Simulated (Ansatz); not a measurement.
The parent structure is Ir in the fcc (Cu type) structure (space group Fm-3m, No. 225; a = 3.8705 Å).

Levels (all Ansatz, a first-principles code, PAW, earlier PAW set): PBE (420 eV, no spin-orbit coupling); r2SCAN (500 eV, no SOC).

The geometry is relaxed with PBE.

PBE pressure: 0.0 GPa

With r2SCAN at the same geometry, the pressure goes from zero to -7.1 GPa.

Single points use the geometry relaxed with PBE. Their cutoffs differ, which shifts pressures a little. Whether these cells are dynamically stable was not tested. The final runs are not spin-polarised.
